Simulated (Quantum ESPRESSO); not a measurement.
## Equation of state of fluorite-structure CdF2 (space group 225): energy against volume (Quantum ESPRESSO, LDA)

```xyz
3
Lattice="0.0000 2.5902 2.5902 2.5902 0.0000 2.5902 2.5902 2.5902 0.0000" Properties=species:S:1:pos:R:3 pbc="T T T"
Cd     0.0000     0.0000     0.0000
F      1.2951     1.2951     1.2951
F      3.8853     3.8853     3.8853
```

Level of theory: LDA (PZ), GBRV 1.5 ultrasoft (LDA) pseudopotentials (plane waves; Quantum ESPRESSO). Settings: ecutwfc = 52 Ry; ecutrho = 260 Ry; occupations = smearing; smearing = fermi-dirac; degauss = 0.000734986 Ry; potentials = {Cd: cd_lda_v1.uspp.F.UPF, F: f_lda_v1.4.uspp.F.UPF}; K_POINTS = automatic 11 11 11 0 0 0; conv_thr = 1e-10 Ry; mixing_beta = 0.7. The cell above is the first row's. The rows scale it uniformly. In all rows fractional positions and the k mesh are held. E is the free energy at the stated smearing, counted from the lowest row.

```
V (Å^3/atom)  E (meV/atom)
------------  ------------
11.585                   ?
11.837               13.73
12.089                4.47
12.341                0.08
12.593                0.00
12.844                3.64
13.096               10.71
13.348               20.76
13.600               33.50
```

Fit E against V with the third-order Birch-Murnaghan form, a cubic in V^(-2/3), and predict the withheld value at V = 11.585.

With u = V^(-2/3) - 0.184, the rows have u = 0.008533, 0.005848, 0.003255, 0.000748, -0.001666, -0.004013, -0.006286, -0.008488. Least squares gives E = 0.719 - 1232.72·u + 316339·u² + 786427·u³. Residuals (row less fit): 0.008, -0.016, -0.005, 0.026, -0.007, 0.001, -0.012, 0.008; standard error 0.018 (degrees of freedom: 4). Its minimum lies at u = 0.001934, so V0 = (0.185934)^(-3/2) = 12.47. There d²E/du² = 641800 and d³E/du³ = 4719000, so B0 = (4/9) × 12.47^(-7/3) × 641800 × 0.160218 = 127 GPa (the last factor turns the table's units into GPa), and B0' = 4 + (2/3) × 0.185934 × (4719000)/641800 = 4.9. The program's pressures in the fitted runs (not shown) pass through zero at V = 12.39, 0.63 % from this V0. At the withheld row, u = 0.011315, so E = 0.719 - 1232.72 × 0.011315 + 316339 × 0.011315² + 786427 × 0.011315³ = 28.411 meV/atom. The calculation gives 28.37 meV/atom, 0.041 meV/atom below the prediction (0.1 % of the range of E in the table). The row lies outside the fitted rows, so this is an extrapolation. From the scatter of the fitted rows alone, a prediction at this place has a standard error of 0.053 meV/atom, so the miss is 0.8 times that.

Carrying the step between the two nearest rows on in a straight line would have given 22.99, off by 5.38; series whose last step already gives the withheld value aren't shown. The scan was laid around a cell of about the measured size, scaled by a guess for this functional. The runs keep the symmetry of the cell, so they don't test it for distortions. Cutoffs and mesh are single choices, not tested for convergence of this quantity. Series with a scatter that would blur these digits, or in which a gap closes, are not shown. Nor are scans whose minimum lies at an end fitted in this form.
